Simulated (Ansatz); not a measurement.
Cost and result by functional for the adsorption energy of Cl on the 1x1 (111) surface of fcc Cu, one in a 2x2 cell, started at the site 'bridge Cu-Cu (span 2.6 Å)', in Ansatz (plane waves, PAW). Single points on the PBE structure, on one kind of machine; costs are rough ratios of the slab run's core time (references not counted) to the cheapest single point. r2SCAN's cost holds its higher cutoff (500 against 420 eV). Differences are taken against r2SCAN for comparison alone: no measured value is at hand, so the table doesn't rank accuracy.

Slab: 17 atoms, 6.2 Å thick at the start under the adsorbate (thin: gaps and levels are the slab's own); k 6x6x1, smearing 0.1 eV, dipole-corrected; 8 atoms held, the rest relaxed; symmetry of the start imposed; no spin, no spin-orbit, no U, no dispersion correction. At the end it is bonded to 2 Cu. In PBE this state lies 0.07 eV over the lowest of the starts that converged ('hollow Cu-Cu-Cu over Cu at depth 4.1 Å'). These notes are the PBE run's. Adsorption energies are against ½ Cl2(g). A negative adsorption energy means that the adsorbate is more stable on the surface than in its reference.

```csv
functional,relative cost,adsorption energy (eV),less r2SCAN (eV)
RPBE,1,-1.47,0.58
r2SCAN,2,-2.05,0.00
PBE (the relaxed run's value),–,-1.67,0.38
```

The values span 0.58 eV, while the single points' costs differ by a factor of roughly 2. Differences are of unrounded values.

Ansatz is a program for electronic structure.
